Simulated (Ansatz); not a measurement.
Defect migration in zinc-blende AlP: interstitial P, charge state -1. These are PBE, PAW (plane waves to 420 eV; Ansatz, a quantum-chemistry and plane-wave program) values and carry that method's errors.

Settings: 64 host sites, the relaxed PBE lattice, a 2×2×2 k-point mesh shifted by half a step, smearing 0.01 eV, spin-restricted, no image-charge correction. Static, classical nuclei. The charge state is imposed; whether it is stable for some Fermi level was not computed. Sites that were not tried may lie lower.

Barriers: single points on a 3×3×3 k-point mesh shifted by half a step at the bands' geometries.

Relaxed starting cell (atoms counted from 1):

```
CELL_PARAMETERS angstrom
     11.01654     0.00000     0.00000
      0.00000    11.01654     0.00000
      0.00000     0.00000    11.01654
ATOMIC_POSITIONS crystal
  Al 0.99934 0.99855 0.00057
  Al 0.98179 0.98067 0.51927
  Al 0.00027 0.50182 0.99688
  Al 0.00136 0.49885 0.49942
  Al 0.50272 0.99949 0.99688
  Al 0.49955 0.00066 0.49937
  Al 0.50099 0.50029 0.00178
  Al 0.50628 0.50545 0.50084
  P  0.05481 0.05431 0.34324
  P  0.12541 0.12468 0.87701
  P  0.12539 0.62469 0.37478
  P  0.12543 0.62469 0.87355
  P  0.62534 0.12472 0.37468
  P  0.62543 0.12466 0.87344
  P  0.62546 0.62474 0.37116
  P  0.62544 0.62470 0.87539
  Al 0.00385 0.24653 0.24809
  Al 0.00065 0.24937 0.75370
  Al 0.00143 0.75208 0.25006
  Al 0.99921 0.74750 0.75218
  Al 0.49755 0.24852 0.25016
  Al 0.50268 0.25083 0.75209
  Al 0.49814 0.75218 0.24955
  Al 0.50036 0.74983 0.75027
  P  0.12284 0.37789 0.11931
  P  0.12430 0.37840 0.63155
  P  0.12807 0.87148 0.11933
  P  0.12660 0.87098 0.63152
  P  0.62507 0.37353 0.12532
  P  0.62674 0.37503 0.62475
  P  0.62569 0.87585 0.12533
  P  0.62421 0.87435 0.62472
  Al 0.24701 0.00288 0.24822
  Al 0.25019 0.99996 0.75375
  Al 0.24937 0.49724 0.25022
  Al 0.25165 0.50193 0.75215
  Al 0.75309 0.00091 0.25016
  Al 0.74828 0.99857 0.75201
  Al 0.75265 0.49722 0.24952
  Al 0.75056 0.49962 0.75024
  P  0.37837 0.12187 0.11924
  P  0.37904 0.12360 0.63143
  P  0.37444 0.62462 0.12531
  P  0.37588 0.62589 0.62480
  P  0.87235 0.12759 0.11921
  P  0.87192 0.12572 0.63126
  P  0.87638 0.62471 0.12521
  P  0.87502 0.62355 0.62476
  Al 0.25151 0.25088 0.00047
  Al 0.26944 0.26878 0.51949
  Al 0.25058 0.74747 0.99696
  Al 0.24950 0.75046 0.49941
  Al 0.74800 0.24993 0.99685
  Al 0.75130 0.24873 0.49926
  Al 0.74985 0.74914 0.00177
  Al 0.74472 0.74405 0.50070
  P  0.38543 0.38478 0.37716
  P  0.37678 0.37601 0.87545
  P  0.37231 0.87783 0.37516
  P  0.37652 0.87359 0.87479
  P  0.87848 0.37161 0.37505
  P  0.87430 0.37573 0.87474
  P  0.86555 0.86481 0.37701
  P  0.87412 0.87343 0.87548
  P  0.19643 0.19563 0.34329
```
Cell charge -1.

End state 1 differs by these moves (Å; atoms that move under 0.08 Å are left out):

```tsv
atom	element	Δx	Δy	Δz
2	Al	0.19	0.24	-0.25
9	P	0.43	0.00	-0.43
17	Al	-0.06	0.00	0.06
25	P	0.03	-0.07	0.09
26	P	0.04	0.07	0.04
27	P	-0.01	-0.07	-0.05
28	P	-0.01	0.08	-0.11
33	Al	0.25	-0.24	-0.19
57	P	-0.04	-0.07	-0.04
59	P	0.11	-0.08	0.01
61	P	-0.09	0.07	-0.03
63	P	0.05	0.07	0.01
65	P	-1.13	0.00	1.13
```

Q: What forward and backward barriers to end state 1 does PBE, PAW give?

A: forward 0.64 eV, backward 0.64 eV; at the saddle point atom 65 has neighbours Al at 2.24, Al at 2.51, 2 Al at 2.78; P at 2.15 Å. The saddle point's order was not checked, and it lies on a symmetry element of the cell, where a band can be held.
